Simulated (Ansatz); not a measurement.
## Evanescent states of MoS2 (R3m, 3 atoms a cell, 17.2 Å³ an atom, 3 GPa at this level) along the normal of (110)

The numbers are results of r2SCAN (plane waves, PAW; Ansatz, a quantum-chemistry and plane-wave program), not measurements.

No gap correction and no spin-orbit coupling; mid-gap values are interpolated between computed energies.

Energies count from the valence-band top; κ is the least over a 6×6 mesh across the current.

```
E (eV)  κ (1/Å)  where
------  -------  -----
0.03      0.067  off Γ
0.09      0.117  off Γ
0.15      0.151  off Γ
0.21      0.178  off Γ
0.27      0.203  off Γ
0.33      0.212  off Γ
0.39      0.208  off Γ
0.45      0.203  off Γ
0.51      0.197  off Γ
0.57      0.190  off Γ
0.63      0.181  off Γ
0.69      0.161      Γ
0.75      0.133      Γ
0.81      0.095      Γ
```

### Question
How thick must the barrier be to attenuate the transmission by 10^4 when the electrodes' Fermi level lies at 0.81 eV, and what attenuation does that film give at 0.75 eV?

### Answer
d = 4 ln 10 / (2 × 0.095) = 48.5 Å. At 0.75 eV it gives 4 × 0.133/0.095 = 5.6 decades.
